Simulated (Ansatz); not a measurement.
Take ZnGeP₂ in the chalcopyrite structure (space group I-42d, No. 122; a = 5.424 Å, c = 10.709 Å) as the base.

The values are results of PBEsol (Ansatz, a first-principles code; PAW; 420 eV plane waves; no SOC), not measurements.

Before the change:

| Item | Result |
|---|---|
| Shortest interatomic distance | 2.334 Å |
| Valence-band top at Γ | 0.00, -0.07, -0.07 eV |
| Gap character | indirect, Γ → M–S (33 % along) |
| Hole mass | 0.096 mₑ along c, 0.33 mₑ across (at Γ) |

One thing is altered: every Ge is replaced by Si; the structure is relaxed again.

What happens to the shortest interatomic distance, valence-band top at Γ, gap character, hole mass and electron mass?

The shortest interatomic distance drops by 0.079 Å, from 2.334 Å to 2.255 Å; the valence-band top at Γ (three highest levels, from the VBM) goes from 0.00, -0.07, -0.07 eV to 0.00, -0.12, -0.12 eV; the gap character goes from indirect, Γ → M–S (33 % along) to direct at Γ; the hole mass goes from 0.096 mₑ along c, 0.33 mₑ across (at Γ) to 0.16 mₑ along c, 0.37 mₑ across (at Γ); the electron mass is 1.4 mₑ along c, 0.25 mₑ across (at Γ).

Masses are band curvatures over ±0.01 Å⁻¹ around the edge. No phonon test of stability was made.
